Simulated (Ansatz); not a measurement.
**HfC in the rock salt structure (space group Fm-3m, No. 225)**

```cif
data_C4Hf4
_chemical_formula_sum 'Hf4 C4'
_space_group_name_H-M_alt 'Fm-3m'
_space_group_IT_number 225
_space_group_name_Hall '-F 4 2 3'
_cell_length_a 4.60723
_cell_length_b 4.60723
_cell_length_c 4.60723
_cell_angle_alpha 90.000
_cell_angle_beta 90.000
_cell_angle_gamma 90.000
loop_
_atom_site_label
_atom_site_type_symbol
_atom_site_symmetry_multiplicity
_atom_site_Wyckoff_symbol
_atom_site_fract_x
_atom_site_fract_y
_atom_site_fract_z
_atom_site_occupancy
Hf1 Hf 4 a 0.00000 0.00000 0.00000 1
C1 C 4 b 0.50000 0.50000 0.50000 1
```
(The calculation used a cell of 2 atoms; values per cell refer to that cell.)

Computed with PBEsol, PAW, 420 eV (Ansatz, a quantum-chemistry and plane-wave program; scalar-relativistic without spin-orbit coupling). Γ-centred 17×17×17 mesh, Fermi–Dirac width 0.05 eV.

| Quantity | Value |
|---|---|
| Volume per atom | 12.22 Å³ |
| Density | 12.94 g/cm³ |
| Band gap | zero |
| Total energy | -7923.353 eV/atom (σ→0; compares only within this code and set-up) |

No phonon test of stability was made. All final runs are without spin polarisation.
